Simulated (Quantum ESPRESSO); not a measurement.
```
Ni(Te4Mo3)2
1.0
    7.23578     0.00000     0.00000
   -0.00605     7.26427     0.00000
   -0.69649    -0.15680     7.28439
Ni Te Mo
1 8 6
Direct
  0.82793   0.93167   0.50722
  0.79247   0.77351   0.80591
  0.20503   0.22873   0.21085
  0.90259   0.25590   0.63766
  0.10603   0.75084   0.37447
  0.26937   0.62647   0.86673
  0.73140   0.37348   0.12920
  0.58788   0.88701   0.24363
  0.38874   0.11949   0.73933
  0.59046   0.44362   0.74744
  0.41398   0.54669   0.24633
  0.75651   0.57096   0.45767
  0.24812   0.42352   0.54181
  0.45988   0.76029   0.57697
  0.54779   0.24330   0.42320
```

Level of theory: PBEsol, GBRV 1.5 ultrasoft (PBESOL) pseudopotentials (plane waves; Quantum ESPRESSO 7.5).

The set-up and first iterations of a Quantum ESPRESSO log for NiTe8Mo6 (P1, 15 atoms in the cell):

```
     G-vector sticks info
     --------------------
     sticks:   dense  smooth     PW     G-vecs:    dense   smooth      PW
     Sum        2977    1483    421               123389    43629    6433

     bravais-lattice index     =            0
     lattice parameter (alat)  =      13.6736  a.u.
     unit-cell volume          =    2583.8493 (a.u.)^3
     number of atoms/cell      =           15
     number of atomic types    =            3
     number of electrons       =       150.00
     number of Kohn-Sham states=           90
     kinetic-energy cutoff     =      25.0000  Ry
     charge density cutoff     =     200.0000  Ry
     scf convergence threshold =      1.0E-11
     mixing beta               =       0.3000
     number of iterations used =            8  plain     mixing
     Exchange-correlation= SLA  PW   PSX  PSC
                           (   1   4  10   8   0   0   0)

     crystal axes: (cart. coord. in units of alat)
   [... lines left out ...]
                       cart. coord. in units 2pi/alat
        k(    1) = (   0.0000000   0.0000000   0.0000000), wk =   0.0740741
        k(    2) = (   0.0000000   0.0000000   0.3311089), wk =   0.1481481
        k(    3) = (   0.0000000   0.3320262   0.0071471), wk =   0.1481481
        k(    4) = (   0.0000000   0.3320262   0.3382559), wk =   0.1481481
        k(    5) = (   0.0000000   0.3320262  -0.3239618), wk =   0.1481481
        k(    6) = (   0.3333333   0.0002775   0.0318772), wk =   0.1481481
        k(    7) = (   0.3333333   0.0002775   0.3629860), wk =   0.1481481
        k(    8) = (   0.3333333   0.0002775  -0.2992317), wk =   0.1481481
        k(    9) = (   0.3333333   0.3323037   0.0390242), wk =   0.1481481
        k(   10) = (   0.3333333   0.3323037   0.3701331), wk =   0.1481481
        k(   11) = (   0.3333333   0.3323037  -0.2920846), wk =   0.1481481
        k(   12) = (   0.3333333  -0.3317487   0.0247301), wk =   0.1481481
        k(   13) = (   0.3333333  -0.3317487   0.3558390), wk =   0.1481481
        k(   14) = (   0.3333333  -0.3317487  -0.3063787), wk =   0.1481481

     Dense  grid:   123389 G-vectors     FFT dimensions: (  64,  64,  64)

     Smooth grid:    43629 G-vectors     FFT dimensions: (  45,  45,  45)

     Initial potential from superposition of free atoms

     starting charge     147.9926, renormalised to     150.0000
     Self-consistent Calculation

     iteration #  1     ecut=    25.00 Ry     beta= 0.30

     negative rho (up, down):  4.296E-05 0.000E+00

     total energy              =   -1385.52707360 Ry
     estimated scf accuracy    <      13.99092969 Ry

     iteration #  2     ecut=    25.00 Ry     beta= 0.30

     total energy              =   -1382.54610670 Ry
     estimated scf accuracy    <     107.02757835 Ry

     iteration #  3     ecut=    25.00 Ry     beta= 0.30

     total energy              =   -1389.88038405 Ry
     estimated scf accuracy    <       4.17825183 Ry
```

Task: Will this run converge, and how will it end?

Result: The run converged in 30 iterations. Convergence of the loop says nothing yet on basis, mesh or lower states. It ends on: free energy E − TS -18910.9922 eV; Fermi level (on the code's own zero) 9.44 eV; pressure -31.48 GPa; largest force (vector length) 0.738 eV/Å. The log goes on:

```
   [... 25 blocks of this kind left out ...]

     iteration # 29     ecut=    25.00 Ry     beta= 0.30

     total energy              =   -1389.93229218 Ry
     estimated scf accuracy    <          1.5E-11 Ry

     iteration # 30     ecut=    25.00 Ry     beta= 0.30
     End of self-consistent calculation

     the Fermi energy is     9.4439 ev

!    total energy              =   -1389.93229218 Ry
     estimated scf accuracy    <          6.5E-12 Ry
     smearing contrib. (-TS)   =       0.00021315 Ry
     internal energy E=F+TS    =   -1389.93250533 Ry

     convergence has been achieved in  30 iterations

     Forces acting on atoms (cartesian axes, Ry/au):

     atom    1 type  1   force =    -0.01133295   -0.00919432   -0.00132553
     atom    2 type  2   force =    -0.01228415   -0.00900876   -0.01984526
     atom    3 type  2   force =     0.01195190    0.01383248    0.01758351
     atom    4 type  2   force =    -0.00978472    0.00441022   -0.01106608
     atom    5 type  2   force =     0.00698866   -0.00899995    0.01149907
     atom    6 type  2   force =     0.01339253   -0.00625865   -0.00933867
     atom    7 type  2   force =    -0.01111012    0.00739407    0.01002532
   [... lines left out ...]
     atom   15 type  3   force =    -0.00710937    0.02559088    0.00535698

     Total force =     0.085997     Total SCF correction =     0.000008

          total   stress  (Ry/bohr**3)                   (kbar)     P=     -314.83
  -0.00213506   0.00000216   0.00001432         -314.08        0.32        2.11
   0.00000216  -0.00214945   0.00000413            0.32     -316.20        0.61
   0.00001432   0.00000413  -0.00213591            2.11        0.61     -314.20

   JOB DONE.
```

For comparison: a first run was changed to give this one (ecutwfc: 50 Ry → 25 Ry; ecutrho: 400 Ry → 200 Ry), and from it to this one the free energy goes up by 791 meV/atom, the pressure goes from -6.74 to -31.48 GPa and the largest force goes from 0.759 to 0.738 eV/Å.

The starting cell comes from a database of computed structures (which also holds hypothetical and non-ambient phases and stackings), without a prior relaxation at this level. Its lattice was rescaled by a random factor within 2.5 % of one. Spin polarisation is off, so a magnetic state, if there is one, cannot be reached. At the lowered cutoff the pressure carries the error of an incomplete plane-wave basis.

The run was DFT, PBEsol, plane waves, GBRV 1.5 ultrasoft (PBESOL) pseudopotentials. Main settings of its input:

ecutwfc: 25 Ry
ecutrho: 200 Ry
occupations: smearing
smearing: marzari-vanderbilt
degauss: 0.0036749 Ry
potentials: {Ni: ni_pbesol_v1.4.uspp.F.UPF, Te: te_pbesol_v1.uspp.F.UPF, Mo: mo_pbesol_v1.uspp.F.UPF}
K_POINTS: automatic 3 3 3 0 0 0
conv_thr: 1e-11 Ry
mixing_beta: 0.3
